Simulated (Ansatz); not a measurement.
What isotropic strain −1.00 % does to ZrC

Consider ZrC in the rock salt structure (space group Fm-3m, No. 225; a = 4.6691 Å; relaxed with 0.1 eV smearing).

Now apply this change: an isotropic linear strain of −1.00 %; the atoms relax in the strained cell.

All numbers come from Ansatz (a program for electronic structure), PBEsol, PAW, cutoff 420 eV, no spin-orbit coupling. Settings: 21×21×21 k-points, 0.1 eV Fermi–Dirac smearing.

| quantity | base | changed | shift |
|---|---|---|---|
| volume per atom | 12.72 Å³ | 12.35 Å³ | -0.378 Å³ |
| space group | Fm-3m (No. 225) | Fm-3m (No. 225) | – |
| shortest interatomic distance | 2.335 Å | 2.311 Å | -0.0233 Å |
| energy relative to the base (free energy F) | 0 meV/atom | +8.7 meV/atom | +8.7 meV/atom |
| pressure | 0.0 GPa | 7.6 GPa | +7.6 GPa |
| band gap | zero | zero | – |

Final structure:

```
ZrC
1.0
    0.00000     2.31119     2.31119
    2.31119     0.00000     2.31119
    2.31119     2.31119     0.00000
Zr C
1 1
Cartesian
  0.00000   0.00000   0.00000
  2.31119   2.31119   2.31119
```

Stability against distortions was not tested. The final runs are not spin-polarised.
